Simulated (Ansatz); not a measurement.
**Sc (space group P6_222, No. 180; a cell from a computed database, its experimental status unchecked)**

```cif
data_Sc3
_chemical_formula_sum 'Sc3'
_space_group_name_H-M_alt 'P 1'
_space_group_IT_number 1
_cell_length_a 3.19674
_cell_length_b 3.19674
_cell_length_c 8.03440
_cell_angle_alpha 90.000
_cell_angle_beta 90.000
_cell_angle_gamma 120.000
loop_
_space_group_symop_operation_xyz
  'x, y, z'
loop_
_atom_site_label
_atom_site_type_symbol
_atom_site_fract_x
_atom_site_fract_y
_atom_site_fract_z
_atom_site_occupancy
Sc1 Sc 0.50000 0.00000 0.00000 1
Sc2 Sc 0.50000 0.50000 0.33333 1
Sc3 Sc 0.00000 0.50000 0.66667 1
```

Computed with DFT with PBEsol, PAW potentials and a 420 eV plane-wave cutoff in Ansatz (an electronic-structure program), no spin-orbit coupling. Γ-centred 17×17×6 mesh, Fermi–Dirac width 0.05 eV.

* **Volume per atom**: 23.70 Å³
* **Density**: 3.15 g/cm³
* **Band gap**: zero
* **Total energy**: -2111.241 eV/atom (σ→0; compares only within this code and set-up)

Stability against distortions was not tested. The base started in P6_122 and relaxed to P6_222 at this level. All final runs are without spin polarisation. Sc has a high density of states at the Fermi level and may be magnetic at this level. This is not the structure that Sc has at room temperature and ambient pressure.
